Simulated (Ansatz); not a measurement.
LiTaO3 (model structure, P4mm, No. 99, 5 atoms in the cell), treated with HSE06 (Ansatz, a first-principles code, plane waves, PAW).

Run with plane-wave cutoff 460 eV, 6×6×6 k mesh, Fermi–Dirac smearing 0.01 eV, scalar-relativistic PAW data made under PBE.

Cell (relaxed with PBEsol):

```
CELL_PARAMETERS angstrom
      3.91964     0.00000     0.00000
      0.00000     3.91964     0.00000
      0.00000     0.00000     4.00302
ATOMIC_POSITIONS crystal
  Ta 0.50000 0.50000 0.40923
  Li 0.00000 0.00000 0.15092
  O  0.50000 0.50000 0.86631
  O  0.50000 0.00000 0.33977
  O  0.00000 0.50000 0.33977
```

Q: Estimate the band gap and smallest direct gap on the k points sampled that the calculation returns.

A: 
- band gap: 3.76 eV (on the SCF k mesh)
- smallest direct gap on the k points sampled: 4.76 eV

Note: the relaxation could raise the start's symmetry but not lower it, so the cell can be a saddle point; cell and atoms aren't relaxed at this level (pressure -0.8 GPa).

Spin–orbit coupling is not included.

Cost on a shared machine: about 70 core-seconds (a rough figure).

A model structure was made by putting elements into a prototype or built by hand; it is no filed structure, need not be a known phase, and can be a saddle point held by its symmetry.
